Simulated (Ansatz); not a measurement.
# A computed series for Re: response to strain

Base system: Re in the hcp (Mg type) structure (space group P6_3/mmc, No. 194; relaxed with 0.1 eV smearing).

```
Re
1.0
    2.77642     0.00000     0.00000
   -1.38821     2.40445     0.00000
    0.00000     0.00000     4.48093
Re
2
Direct
  0.66667   0.33333   0.75000
  0.33333   0.66667   0.25000
```

Cartesian axes are those of the cell as printed.

Strains are applied to the cell and any free atomic positions relax.

Calculations: PBE (Ansatz, an electronic-structure program, PAW, without spin-orbit coupling).

Notes on the quantities. pressure: mean of the normal stresses, compression positive.

```json
[
 {"change": "base", "pressure": "0.0 GPa", "volume per atom": "14.96 Å³"},
 {"change": "uniaxial strain ε_zz = −3.00 %", "pressure": "12.3 GPa", "volume per atom": "14.51 Å³"},
 {"change": "uniaxial strain ε_zz = −2.50 %", "pressure": "10.0 GPa", "volume per atom": "14.58 Å³"},
 {"change": "uniaxial strain ε_zz = −2.00 %", "pressure": "7.9 GPa", "volume per atom": "14.66 Å³"},
 {"change": "uniaxial strain ε_zz = −1.50 %", "pressure": "5.8 GPa", "volume per atom": "14.73 Å³"},
 {"change": "uniaxial strain ε_zz = −0.50 %", "pressure": "1.9 GPa", "volume per atom": "14.88 Å³"},
 {"change": "uniaxial strain ε_zz = +0.50 %", "pressure": "-1.8 GPa", "volume per atom": "15.03 Å³"},
 {"change": "uniaxial strain ε_zz = +1.00 %", "pressure": "-3.5 GPa", "volume per atom": "15.11 Å³"},
 {"change": "uniaxial strain ε_zz = +2.00 %", "pressure": "-6.8 GPa", "volume per atom": "15.26 Å³"},
 {"change": "uniaxial strain ε_zz = +2.50 %", "pressure": "___", "volume per atom": "15.33 Å³"}
]
```

### Question
Some entries are withheld; estimate them.

### Answer

- uniaxial strain ε_zz = +2.50 %, pressure: -8.3 GPa

No phonon test of stability was made. The final runs are not spin-polarised.
